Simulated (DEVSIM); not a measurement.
Device: abrupt Si n-p junction, at 300 K.

Layer 1 from the left is Si, thickness (μm) 2.60, Nd (cm⁻³) 5.3e18, τn (s) 0.00013, τp (s) 0.00013. Layer 2 from the left is Si, thickness (μm) 2.40, Na (cm⁻³) 5.2e17, τn (s) 0.00013, τp (s) 0.00013.

Left contact: ohmic. Right contact: ohmic. Voltage is applied to the left contact. Recombination: SRH at mid-gap, radiative, Auger. Mobility is constant in doping.

This is a model device: material constants are rounded textbook-type values typed into the input, and sizes, dopings and lifetimes were drawn at random. Values at 300 K.

Si: gap (eV) 1.124, affinity (eV) 4.05, permittivity 11.7, Nc (cm⁻³) 2.86e19, Nv (cm⁻³) 3.1e19, μn (cm²/Vs) 1417, μp (cm²/Vs) 470, B (cm³/s) 4.7e-15, Cn (cm⁶/s) 2.8e-31, Cp (cm⁶/s) 9.9e-32.

### Question
Estimate by hand the built-in potential, the peak field at zero bias, and compare with a numerical solution.

### Answer

- Built-in potential: ni = √(Nc Nv) exp(−Eg/2kT) = 1.08e10 cm⁻³ with Eg = 1.124 eV; Vbi = kT/q ln(Na Nd/ni²) = 0.975 V; numerical 0.975 V.
- Peak field at zero bias: depletion approximation: W = √(2εVbi/(qN)) = 0.0516 μm with N = 4.74e17 cm⁻³; field = 2Vbi/W = 378000 V/cm; numerical 369000 V/cm (estimate above by 2.5 %).

Model (solved in DEVSIM): 1D drift-diffusion, Boltzmann statistics, complete ionisation; no tunnelling, impact ionisation, image-force lowering or self-heating.
